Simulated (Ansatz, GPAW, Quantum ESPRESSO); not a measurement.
One structure in several programs: Yb (Fm-3m, 1 atom in the cell)

Self-consistent single point.

```yaml
crystal:
  lattice:
    - [0.00000, 2.75160, 2.75160]
    - [2.75160, 0.00000, 2.75160]
    - [2.75160, 2.75160, 0.00000]
  atoms:
    - { symbol: Yb, position: [0.00000, 0.00000, 0.00000] }
```

Shared settings, as Ansatz (an electronic-structure program) writes them: kpoints.mp_grid.grid = 14 14 14; scf.occupations.method = gaussian; scf.occupations.width = 0.272 eV. Potentials and cutoffs stand in the table.

```json
[
 {"code": "Quantum ESPRESSO", "model": "LDA (PZ), SSSP 1.1.2 efficiency (PBE) pseudopotentials", "pressure (GPa)": "-5.33", "cutoff": "50 Ry"},
 {"code": "GPAW", "model": "LDA (Perdew-Wang 92), GPAW PAW datasets LDA (gpaw-data 1.0.1)", "pressure (GPa)": "-4.32", "cutoff": "800 eV"},
 {"code": "Ansatz", "model": "LDA (PW92), PAW files made with PBE", "pressure (GPa)": "-4.48", "cutoff": "default"}
]
```

On Ansatz's run: spin-orbit coupling is off. Spin polarisation is off.

The spread over the programs that give each value: pressure within 1.01 GPa.

Ansatz's pressure is given at a fixed set of plane waves, as the other plane-wave codes print theirs; with its correction for the finite basis it is -4.42 GPa. The same LDA comes in different parametrisations, which differ slightly.

The starting cell comes from a database of computed structures (which also holds hypothetical and non-ambient phases and stackings), without a prior relaxation at this level. Its lattice was rescaled by a random factor within 2.5 % of one.

Left out of this page: Elk and FLEUR (not drawn, or without a comparable value).

Keys are those of Ansatz 0.2.
